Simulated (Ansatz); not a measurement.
Take Si in the diamond structure (space group Fd-3m, No. 227) as the base.

```
CELL_PARAMETERS angstrom
      0.00000     2.72216     2.72216
      2.72216     0.00000     2.72216
      2.72216     2.72216     0.00000
ATOMIC_POSITIONS crystal
  Si 0.00000 0.00000 0.00000
  Si 0.25000 0.25000 0.25000
```

Method: r2SCAN (Ansatz, an electronic-structure program), spin-orbit coupling left out.

Strains are applied to the cell and any free atomic positions relax.

One change was made to it. Results:

```json
[
 {"quantity": "band gap", "base": "0.78 eV", "after": "0.63 eV"},
 {"quantity": "pressure", "base": "0.00 GPa", "after": "8.62 GPa"},
 {"quantity": "hole mass (degenerate bands, along [100])", "base": "0.17, 0.25, 0.25 mₑ (at Γ)", "after": "0.20, 0.24, 0.24 mₑ (at Γ)"},
 {"quantity": "energy relative to the base (free energy F)", "base": "0 meV/atom", "after": "+37 meV/atom"}
]
```

Task: Which of these changes matches the shifts?
A) isotropic strain −3.00 %
B) isotropic strain −2.50 %
C) isotropic strain −1.00 %
D) isotropic strain −0.50 %
E) isotropic strain −1.50 %

Result: B, isotropic strain −2.50 %. For comparison, the energy relative to the base in the other runs: isotropic strain −3.00 % gives +54 meV/atom; isotropic strain −0.50 % gives +1.4 meV/atom; isotropic strain −1.00 % gives +5.7 meV/atom; isotropic strain −1.50 % gives +13 meV/atom.

Masses are band curvatures over ±0.01 Å⁻¹ around the edge. Whether these cells are dynamically stable was not tested.
